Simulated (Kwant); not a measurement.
System: GaN/Al0.2Ga0.8N stack with 1 barrier. One parabolic valley. Leads of mass 0.2 mₑ with the band edge at 0; grid 0.1 nm; bias 0 V, dropping linearly over the stack.

```tsv
layer	thickness (nm)	band offset (eV)	mass (mₑ)
1	3.4	0.35	0.22
```

The device is made up for the run: typed textbook-type constants, with dimensions and the other settings drawn at random.

Model: one-band effective-mass tight-binding model in one dimension, coherent, no space charge (Kwant).

Sweep values stay those of the base run.

The thickness of the first barrier was swept, all else fixed.

| thickness of the first barrier (nm) | transmission at E = 0.1077 eV | mean transmission over the sweep | transmission at E = 0.2203 eV | transmission at E = 0.4455 eV |
|---|---|---|---|---|
| 2 | 0.031 | 0.17 | 0.11 | 0.55 |
| 2.7 | 0.0060 | 0.11 | 0.033 | 0.59 |
| 3.4 | 0.0011 | 0.11 | 0.010 | 0.78 |
| 4.1 | 0.00022 | 0.12 | 0.0030 | 0.99 |
| 4.8 | 4.2e-5 | 0.13 | 0.00090 | 0.88 |

From the first row to the last the transmission at E = 0.1077 eV goes from 0.031 to 4.2e-5. From the first row to the last the mean transmission over the sweep goes from 0.17 to 0.13.
